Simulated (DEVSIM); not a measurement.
System: Pt/Al2O3/p-Ge capacitor, at 300 K.

```
layer (left to right)  material  thickness (nm)  Na (cm⁻³)
---------------------  --------  --------------  ---------
1                         Al2O3            20.0          -
2                            Ge           13000     2.1e15
```

Metal gate on the left, work function 5.6 eV. Fixed charge at the semiconductor interface 0 cm⁻² (in units of +e); interface traps 2.4e10 cm⁻² eV⁻¹, uniform in energy, neutral level at 0.5 of the gap above the valence band.

This is a model device: material constants are rounded textbook-type values typed into the input, and sizes, dopings and lifetimes were drawn at random. Values at 300 K.

| parameter | Al2O3 | Ge |
|---|---|---|
| gap (eV) | 6.8 | 0.664 |
| affinity (eV) | 1.35 | 4 |
| permittivity | 9 | 16 |
| Nc (cm⁻³) | - | 1.04e19 |
| Nv (cm⁻³) | - | 6e18 |

DEVSIM, 1D Poisson equation in equilibrium, Boltzmann statistics, complete ionisation; no quantum confinement or tunnelling. Metal contacts follow the ideal Schottky-Mott rule: no Fermi-level pinning, no interface dipoles.

The interface trap density was swept, all else fixed.

```json
[
 {"interface trap density (cm^-2 eV^-1)": "0", "minimum of the low-frequency capacitance (μF/cm²)": "0.0388", "threshold voltage (band bending 2φF) (V)": "1.42", "flat-band voltage (V)": "1.14"},
 {"interface trap density (cm^-2 eV^-1)": "1e10", "minimum of the low-frequency capacitance (μF/cm²)": "0.0401", "threshold voltage (band bending 2φF) (V)": "1.42", "flat-band voltage (V)": "1.14"},
 {"interface trap density (cm^-2 eV^-1)": "2.4e10", "minimum of the low-frequency capacitance (μF/cm²)": "0.0419", "threshold voltage (band bending 2φF) (V)": "1.42", "flat-band voltage (V)": "1.14"},
 {"interface trap density (cm^-2 eV^-1)": "1e11", "minimum of the low-frequency capacitance (μF/cm²)": "0.0514", "threshold voltage (band bending 2φF) (V)": "1.42", "flat-band voltage (V)": "1.14"},
 {"interface trap density (cm^-2 eV^-1)": "3e11", "minimum of the low-frequency capacitance (μF/cm²)": "(withheld)", "threshold voltage (band bending 2φF) (V)": "1.43", "flat-band voltage (V)": "1.13"},
 {"interface trap density (cm^-2 eV^-1)": "1e12", "minimum of the low-frequency capacitance (μF/cm²)": "0.135", "threshold voltage (band bending 2φF) (V)": "1.46", "flat-band voltage (V)": "1.09"},
 {"interface trap density (cm^-2 eV^-1)": "2e12", "minimum of the low-frequency capacitance (μF/cm²)": "0.190", "threshold voltage (band bending 2φF) (V)": "1.51", "flat-band voltage (V)": "1.04"}
]
```

Question: Fill in the missing entries.

Answer: 
- 3e11, minimum of the low-frequency capacitance (μF/cm²): 0.0742
